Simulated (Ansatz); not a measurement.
Input:

```yaml
crystal:
  lattice:
    - [0.00000, 2.25144, 2.25144]
    - [2.25144, 0.00000, 2.25144]
    - [2.25144, 2.25144, 0.00000]
  atoms:
    - { symbol: B, position: [0.00000, 0.00000, 0.00000] }
    - { symbol: P, position: [0.25000, 0.25000, 0.25000] }
```

No spin polarisation.

Computed with PBE (Ansatz, a quantum-chemistry and plane-wave program, PAW, no SOC). Settings: 12×12×12 k-points, 0.05 eV Fermi–Dirac smearing.

Predict the band gap.

1.21 eV.

What is the computed smallest direct gap?

3.44 eV.

What gap character does the calculation give?

Indirect, Γ → Γ–X (83 % along).

The cells carry an imposed strain or load. Whether these cells are dynamically stable was not tested. The cell was made from BP in the zinc blende structure (space group F-43m, No. 216) by this change: isotropic strain −1.00 %.
